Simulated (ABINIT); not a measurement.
Worked example: self-consistent single point of TiZn3 (P1, 4 atoms in the cell) in ABINIT.

Method: PBEsol, PAW (JTH v2.0 PBE PAW, files made for PBE) (plane waves; ABINIT 10.0.3).

The change in words: lattice scaled by 0.98. Reference geometry:
```yaml
crystal:
  lattice:
    - [3.88083, 0.00000, 0.00000]
    - [0.00000, 3.88083, 0.00000]
    - [0.00000, 0.00000, 3.88083]
  atoms:
    - { symbol: Ti, position: [0.99541, 0.00971, 0.00099] }
    - { symbol: Zn, position: [0.00248, 0.49822, 0.49547] }
    - { symbol: Zn, position: [0.51331, 0.00467, 0.50072] }
    - { symbol: Zn, position: [0.48880, 0.48740, 0.00281] }
```

Reference input (self-consistent single point, DFT, PBEsol, plane waves, PAW (JTH v2.0 PBE PAW, files made for PBE)): pseudos = [Ti.GGA_PBE-JTH.xml, Zn.GGA_PBE-JTH.xml]; ecut = 30 Ha; pawecutdg = 60 Ha; pawxcdev = 0; ixc = -116133; occopt = 3; tsmear = 0.00499791 Ha; ngkpt = 5 5 5; nshiftk = 1; shiftk = 0 0 0; potentials = JTH v2.0 PBE PAW; nband = 31. This run's input differs from it in these lines:

```diff
@@ -3,3 +3,3 @@
 pseudos "Ti.GGA_PBE-JTH.xml, Zn.GGA_PBE-JTH.xml"
-acell 3.8808300000 3.8808300000 3.8808300000 Angstrom
+acell 3.8032130000 3.8032130000 3.8032130000 Angstrom
 rprim
```

Log, with long lists cut:

```
--- !BeginCycle
solver: {iscf: 17, nstep: 50, nline: 4, wfoptalg: 10, }
tolerances: {toldfe: 1.00E-09, }
...

     iter   Etot(hartree)      deltaE(h)  residm     nres2
 ETOT  1  -238.40689622808    -2.384E+02 3.330E+01 1.830E+02
 ETOT  2  -255.18658995154    -1.678E+01 4.172E+00 1.995E+03
 ETOT  3  -251.94207493174     3.245E+00 1.009E+00 2.336E+02
 ETOT  4  -251.89344623096     4.863E-02 4.898E-01 1.322E+02
 ETOT  5  -251.65081368445     2.426E-01 2.684E-01 5.271E+01
   [... 39 lines left out ...]
 ETOT 45  -251.52794606753     2.194E-09 7.703E-05 1.482E-06
 ETOT 46  -251.52794606338     4.145E-09 1.595E-04 2.623E-07
 ETOT 47  -251.52794606282     5.635E-10 5.909E-05 7.867E-08
 ETOT 48  -251.52794606346    -6.419E-10 1.208E-04 1.546E-07
 At SCF step   48, etot is converged :
  for the second time, diff in etot=  6.419E-10 < toldfe=  1.000E-09

 Cartesian components of stress tensor (hartree/bohr^3)
  sigma(1 1)= -1.97972714E-04  sigma(3 2)= -2.12697821E-06
  sigma(2 2)= -1.87067886E-04  sigma(3 1)=  2.11515932E-06
  sigma(3 3)= -1.99296859E-04  sigma(2 1)= -6.13844859E-06

 ----iterations are completed or convergence reached----

 reduced coordinates (array xred) for    4 atoms
       0.995412000000      0.009714000000      0.000994000000
       0.002478000000      0.498215000000      0.495473000000
       0.513313000000      0.004671000000      0.500725000000
       0.488797000000      0.487399000000      0.002808000000
 cartesian forces (eV/Angstrom) at end:
    1      0.22467241453093    -0.63843988407261    -0.10399639457836
   [... lines left out ...]
 Fermi (or HOMO) energy (hartree) =   0.39955   Average Vxc (hartree)=  -0.41945
   [... lines left out ...]
'-kT*entropy'       : -6.81466322203639E-03
total_energy        : -2.51527988770952E+02
total_energy_eV     : -6.84442465398014E+03
...

-Cartesian components of stress tensor (GPa)         [Pressure=  5.7306E+00 GPa]
- sigma(1 1)= -5.82455734E+00  sigma(3 2)= -6.25778490E-02
- sigma(2 2)= -5.50372629E+00  sigma(3 1)=  6.22301252E-02
- sigma(3 3)= -5.86351503E+00  sigma(2 1)= -1.80599362E-01

 Calculation completed.
```

The run converged in 48 iterations. Against the reference run the free energy rises by 10.5 meV/atom, the pressure goes from -1.70 to 5.73 GPa and the largest force goes from 0.566 to 0.685 eV/Å.

The starting cell comes from a database of computed structures (which also holds hypothetical and non-ambient phases and stackings), without a prior relaxation at this level. Its atoms were displaced at random from the sites of space group no. 221. For this run, on top of that: lattice scaled by 0.98. Spin polarisation is off. The potentials were made for another functional than the one used. With a pressure of about 6 GPa the cell is away from its equilibrium volume at this level.

Cost on one core of a shared machine: roughly 10 min.
